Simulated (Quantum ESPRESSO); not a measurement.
## Variants of one calculation on Ti3Ni (P6_3/mmc, 8 atoms in the cell)

```
CELL_PARAMETERS angstrom
      5.50265     0.00000     0.00000
     -2.75132     4.76543     0.00000
      0.00000     0.00000     4.67303
ATOMIC_POSITIONS crystal
  Ti 0.34607 0.17303 0.75000
  Ti 0.65393 0.82696 0.25000
  Ti 0.17303 0.34607 0.25000
  Ti 0.82696 0.65393 0.75000
  Ti 0.82696 0.17303 0.75000
  Ti 0.17303 0.82696 0.25000
  Ni 0.33333 0.66667 0.75000
  Ni 0.66667 0.33333 0.25000
```

Base run A: PBEsol, GBRV 1.5 ultrasoft (PBESOL) pseudopotentials run with Quantum ESPRESSO, self-consistent single point.

Its settings: ecutwfc = 50 Ry; ecutrho = 400 Ry; occupations = smearing; smearing = mp; degauss = 0.0147 Ry; potentials = {Ti: ti_pbesol_v1.4.uspp.F.UPF, Ni: ni_pbesol_v1.4.uspp.F.UPF}; K_POINTS = automatic 4 4 4 0 0 0; conv_thr = 1e-09 Ry; mixing_beta = 0.7.

The starting cell comes from a database of computed structures (which also holds hypothetical and non-ambient phases and stackings), without a prior relaxation at this level. Its lattice was rescaled by a random factor within 2.5 % of one. Spin polarisation is off. In the base run, with a pressure of about -6 GPa the cell is away from its equilibrium volume at this level. Without a gap this mesh is coarse (it stands for a supercell whose shortest vector is 19 Å).

ΔF is the free energy per atom less that of run A. A dash stands where there is no value to compare (another energy zero or no entropy term, no result, no spin, no clean gap, or a mesh too coarse for one). Total energies depend on the potentials, the functional and any Hubbard or dispersion term, so they are compared only between runs that share all of them.

Runs:
- B: conv_thr: 1e-09 Ry → 7.3e-10 Ry
- C: degauss: 0.0147 Ry → 0.000146997 Ry
- D: vdw_corr: default → grimme-d3; dftd3_version: default → 4; dftd3_threebody: default → true [PBEsol-D3(BJ) with three-body term]
- E: ecutrho: 400 Ry → 200 Ry
- F: ecutwfc: 50 Ry → 40 Ry; ecutrho: 400 Ry → 320 Ry
- G: conv_thr: 1e-09 Ry → default

```json
[
 {"run": "A", "ΔF (meV/atom)": "0.00", "pressure (GPa)": "-5.58", "largest force (eV/Å)": "0.069"},
 {"run": "B", "ΔF (meV/atom)": "0.00", "pressure (GPa)": "-5.58", "largest force (eV/Å)": "0.069"},
 {"run": "C", "ΔF (meV/atom)": "0.81", "pressure (GPa)": "-5.53", "largest force (eV/Å)": "0.080"},
 {"run": "D", "ΔF (meV/atom)": "–", "pressure (GPa)": "-10.43", "largest force (eV/Å)": "0.065"},
 {"run": "E", "ΔF (meV/atom)": "0.00", "pressure (GPa)": "-5.56", "largest force (eV/Å)": "0.068"},
 {"run": "F", "ΔF (meV/atom)": "9.0", "pressure (GPa)": "-6.89", "largest force (eV/Å)": "0.069"},
 {"run": "G", "ΔF (meV/atom)": "0.00", "pressure (GPa)": "-5.89", "largest force (eV/Å)": "0.065"}
]
```

Run D against A: The pressure goes from -5.58 to -10.43 GPa and the largest force moves little (0.069 to 0.065 eV/Å).

Run G against A: The free energy hardly moves (within 1 meV/atom), the pressure goes from -5.58 to -5.89 GPa and the largest force goes from 0.069 to 0.065 eV/Å.

Run F against A: The free energy goes up by 9.0 meV/atom, the pressure goes from -5.58 to -6.89 GPa and the largest force stays at 0.069 eV/Å.
